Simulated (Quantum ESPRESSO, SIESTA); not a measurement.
A SIESTA input for a self-consistent single point of SiTe₂ (P-3m1, 3 atoms in the cell) (DFT, LDA PW92, numerical atomic orbitals DZP, PseudoDojo LDA standard norm-conserving potentials (rewritten from UPF to PSML)):

```
# files in the folder: Si.psml Te.psml (PseudoDojo LDA standard)
SystemName  SiTe2
SystemLabel siesta

NumberOfAtoms                3
NumberOfSpecies              2
%block ChemicalSpeciesLabel
  1 14 Si
  2 52 Te
%endblock ChemicalSpeciesLabel
LatticeConstant              1.0 Bohr
%block LatticeVectors
     7.166047445    0.000000000    0.000000000
    -3.583022778    6.205979646    0.000000000
     0.000000000    0.000000000   13.348110717
%endblock LatticeVectors
AtomicCoordinatesFormat      Fractional
%block AtomicCoordinatesAndAtomicSpecies
     0.000000000    0.000000000    0.000000000  1
     0.333333000    0.666667000    0.773410000  2
     0.666667000    0.333333000    0.226590000  2
%endblock AtomicCoordinatesAndAtomicSpecies

XC.functional                LDA
XC.authors                   PW92
PAO.BasisSize                DZP
PAO.EnergyShift              0.01 Ry
MeshCutoff                   400 Ry
%block kgrid.MonkhorstPack
    8   0   0  0.0
    0   8   0  0.0
    0   0   4  0.0
%endblock kgrid.MonkhorstPack
OccupationFunction           MP
OccupationMPOrder            0
ElectronicTemperature        0.272 eV

MaxSCFIterations             150
SCF.Mixer.Method             Pulay
SCF.Mixer.Weight             0.2
SCF.Mixer.History            8
SCF.DM.Tolerance             1.0E-04
Diag.ParallelOverK           true
WriteForces                  true
```

Write the same calculation as an input for Quantum ESPRESSO.

This is the input that was run; spellings and numerical settings could be chosen otherwise.

```fortran
&control
 calculation = 'scf',
 prefix = 'scf',
 outdir = './work',
 pseudo_dir = './',
 tprnfor = .true.,
 tstress = .true.,
/
&system
 ibrav = 4,
 celldm(1) = 7.1660477416,
 celldm(3) = 1.862687941565,
 nat = 3,
 ntyp = 2,
 ecutwfc = 40,
 ecutrho = 200,
 occupations = 'smearing',
 smearing = 'gauss',
 degauss = 0.019992,
/
&electrons
 conv_thr = 1.0e-11,
/
ATOMIC_SPECIES
Si    28.0850  si_lda_v1.uspp.F.UPF
Te   127.6000  te_lda_v1.uspp.F.UPF
ATOMIC_POSITIONS crystal
Si    0.0000000000    0.0000000000    0.0000000000
Te    0.3333333333    0.6666666667    0.7734100000
Te    0.6666666667    0.3333333333    0.2265900000
K_POINTS automatic
8 8 4  0 0 0
```

Basis settings and potentials, where a program has them, do not carry over. This input uses DFT, LDA (PZ), plane waves, GBRV 1.5 ultrasoft (LDA) pseudopotentials. LDA parametrisations can differ slightly between programs.

The starting cell comes from a database of computed structures (which also holds hypothetical and non-ambient phases and stackings), without a prior relaxation at this level. Its lattice was rescaled by a random factor within 2.5 % of one.
